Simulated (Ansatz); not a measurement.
The reference is BaTiO$_{3}$ (space group Amm2, No. 38; a = 3.964 Å, b = 5.716 Å, c = 5.748 Å). Axes: x, y, z lie along a, b, c of the conventional cell.

All numbers come from r2SCAN (Ansatz, a first-principles code), without spin-orbit coupling, earlier PAW set.

Before the change:

- Smallest direct gap: 3.09 eV
- Band gap: 2.66 eV
- Pressure: 0.0 kbar
- Volume per atom: 13.02 Å³

The change: biaxial strain +0.65 %, plane normal [001], relaxed out of plane (Cartesian); in-plane vectors clamped, the third vector and the atoms free.

Q: What happens to the smallest direct gap, band gap, pressure and volume per atom?

A: The smallest direct gap goes up by 0.04 eV, from 3.09 eV to 3.13 eV; the band gap is still 2.66 eV; the pressure (mean of the normal stresses, compression positive) goes from zero to -14.6 kbar; the volume per atom grows by 0.13 Å³ to 13.15 Å³.

No phonon test of stability was made. All final runs are without spin polarisation. This is not the structure that BaTiO3 has at room temperature and ambient pressure.
